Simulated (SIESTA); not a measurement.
A user runs SIESTA on TiTl₂F₆ (P-3m1, 9 atoms in the cell) and asks whether the run is sound. The aim is a self-consistent single point with DFT, GGA PBEsol, numerical atomic orbitals DZP, PseudoDojo PBEsol standard norm-conserving potentials (rewritten from UPF to PSML).

Cell that was meant: a = 6.0594 Å, b = 6.0594 Å, c = 4.8771 Å, α = 90.00°, β = 90.00°, γ = 120.00°.

Part of the input:

```
XC.functional                GGA
XC.authors                   PBEsol
PAO.BasisSize                DZP
PAO.EnergyShift              0.2 Ry
MeshCutoff                   300 Ry
%block kgrid.MonkhorstPack
    3   0   0  0.0
```

Output, abridged:

```
reinit: Reading from file input.fdf

reinit: System Name: TiTl2F6
reinit: System Label: TiTl2F6

   [... lines left out ...]
       -3.029681    5.247562    0.000000
        0.000000    0.000000    4.877101

outcell: Cell vector modules (Ang)   :    6.059362    6.059362    4.877101
outcell: Cell angles (23,13,12) (deg):     90.0000     90.0000    120.0000
outcell: Cell volume (Ang**3)        :    155.0766
new_DM -- step:     1
Initializing Density Matrix...

Attempting to read DM from file... Failed...
DM filled with atomic data:

InitMesh: MESH = 60 x 60 x 54 = 194400
InitMesh: Mesh cutoff (required, used) =   300.000   338.818 Ry

stepf: Fermi-Dirac step function
        iscf     Eharris(eV)        E_KS(eV)     FreeEng(eV)     dDmax    Ef(eV) dHmax(eV)
   scf:    1    -8633.542218    -8680.261440    -8680.261440  1.249831  5.732167 34.521901
   scf:    2    -8782.364813    -8738.822811    -8738.822811  0.576707  3.557082 15.132384
   scf:    3    -8732.697986    -8743.472153    -8743.472153  0.478171  3.445455 12.409989
   scf:    4    -8750.828042    -8747.724190    -8747.724190  0.155864  3.806589  6.143603
   scf:    5    -8750.697953    -8749.648064    -8749.648064  0.109854  2.994562  2.645543
   [... 4 lines left out ...]
   scf:   10    -8749.885761    -8749.885685    -8749.885685  0.000848  3.287130  0.022913
   scf:   11    -8749.885709    -8749.885705    -8749.885705  0.000488  3.287896  0.001702
   scf:   12    -8749.885706    -8749.885705    -8749.885705  0.000153  3.287021  0.000857
   scf:   13    -8749.885706    -8749.885706    -8749.885706  0.000030  3.286849  0.000523
SCF Convergence by DM+H criterion
max |DM_out - DM_in|         :     0.0000301709
max |H_out - H_in|      (eV) :     0.0005231743
SCF cycle converged after 13 iterations

Using DM_out to compute the final energy and forces

siesta: E_KS(eV) =            -8749.8857

siesta: E_KS - E_eggbox =     -8749.8857

siesta: Atomic forces (eV/Ang):
     1    0.000000   -0.000000    0.000000
     2    0.000343   -0.000199    1.230246
     3   -0.000343    0.000199   -1.230246
     4    2.592361   -1.496700    2.643184
     5   -2.592361    1.496700   -2.643184
     6    0.000247    2.993820    2.643542
     7   -0.000247   -2.993820   -2.643542
     8   -2.592601   -1.497124    2.643543
     9    2.592601    1.497124   -2.643543
   Tot   -0.000000    0.000000   -0.000000
   [... lines left out ...]
siesta: FreeEng =     -8749.885706
   [... lines left out ...]
siesta:    -0.000006    0.819902    0.000001
siesta:    -0.000002    0.000001    0.698229

siesta: Cell volume =        155.076584 Ang**3

siesta: Pressure (static):
siesta:                Solid            Molecule  Units
siesta:          -0.00848815         -0.00973998  Ry/Bohr**3
siesta:          -0.77934641         -0.89428367  eV/Ang**3
siesta:       -1248.65060915      -1432.80040270  kBar
```

Problem. Is this run sound? If not, what is wrong?

Solution. The run is not sound. The fault is an energy shift that confines the orbitals too tightly. A large shift gives short orbitals and a poorer basis. To fix it, use a small shift. The run converged in 13 iterations without an error; against the sound input the free energy goes up by 20.4 eV/atom, the pressure goes from -5.64 to -124.9 GPa, the largest force goes from 0.763 to 3.994 eV/Å and the gap on the mesh goes from 3.670 to 1.335 eV.

The sound input it was made from differs as follows (other fixes are possible):
```diff
-PAO.EnergyShift              0.2 Ry
+PAO.EnergyShift              0.005 Ry
```

With that input, the run converged in 10 iterations: free energy E − TS -8933.8579 eV; top of the valence band (on the code's own zero) -8.12 eV; gap on the k-point mesh 3.67 eV; pressure -5.64 GPa; largest force (vector length) 0.763 eV/Å (DFT, GGA PBEsol, numerical atomic orbitals DZP, PseudoDojo PBEsol standard norm-conserving potentials (rewritten from UPF to PSML)).

On the sound input: the starting cell comes from a database of computed structures (which also holds hypothetical and non-ambient phases and stackings), without a prior relaxation at this level. Its lattice was rescaled by a random factor within 2.5 % of one. Spin-orbit coupling is off. Values carry the incompleteness of an atom-centred basis. With a pressure of about -6 GPa the cell is away from its equilibrium volume at this level.
